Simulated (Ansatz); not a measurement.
Input:

```
CsBr
1.0
    4.24266     0.00000     0.00000
    0.00000     4.24266     0.00000
    0.00000     0.00000     4.24266
Cs Br
1 1
Cartesian
  0.00000   0.00000   0.00000
  2.12133   2.12133   2.12133
```

Method: PBEsol with spin-orbit coupling, rigid bands (plane waves, PAW; Ansatz, a first-principles code). Condition of this run: spin-orbit coupling switched on. Geometry: cell and atoms relaxed with PBEsol.

Task: What conductivity effective mass do dilute holes have at 300 K?

Result: 2.1 mₑ.

Task: Predict the electron conductivity mass (n e² τ/σ) at 300 K, by direction if it differs.

Result: 0.30 mₑ.

Task: And the band gap?

Result: 4.26 eV at this level; semilocal functionals usually fall short of the measured gap.

Rigid bands, one relaxation time for all states, no polarons.
